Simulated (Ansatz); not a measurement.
The starting structures come from a database of crystals and need not be the phases stable at ambient conditions.

Input:

```
CELL_PARAMETERS angstrom
      3.76694     0.00000     0.00000
      1.88347     6.15358     0.00000
      0.00000     1.92833     6.32896
ATOMIC_POSITIONS crystal
  Ti 0.80471 0.39058 0.71624
  Ti 0.19529 0.60942 0.28376
  Ti 0.09993 0.80014 0.71040
  Ti 0.90007 0.19986 0.28960
  O  0.05835 0.88330 0.36998
  O  0.94165 0.11670 0.63002
  O  0.63807 0.72386 0.70660
  O  0.36193 0.27614 0.29340
  O  0.13281 0.73438 0.00471
  O  0.86719 0.26562 0.99529
  O  0.73651 0.52698 0.34750
  O  0.26349 0.47302 0.65250
```

Space group of this cell: C2/m. The cell is taken as given; by r2SCAN its mean pressure is -5.6 GPa.

Calculation: r2SCAN (plane waves, PAW; Ansatz, a quantum-chemistry and plane-wave program).

The current runs along the normal of the first two printed vectors; no spin-orbit coupling. Scaled by the factor s: both lengths across the current (ions clamped). Meshes 8×8×6 and 8×6 across the current in all rows.

```json
[
 {"s": "0.98", "mean pressure (GPa)": "2.8", "band gap (eV)": "3.24"},
 {"s": "1.00", "mean pressure (GPa)": "-5.6", "band gap (eV)": "3.11"},
 {"s": "1.02", "mean pressure (GPa)": "-12.3", "band gap (eV)": "?"}
]
```

Question: Take the slope of the band gap against ln s from the two given rows, extrapolate to s = 1.02, and say what the run there gives.

Answer: Slope = (3.24 − 3.11) / ln 0.98 = -6.43 eV. The line gives 3.11 + (-6.43) × ln 1.02 = 2.98 eV. The run gives 2.97 eV, 0.01 eV under the line, 10 % of the predicted step.
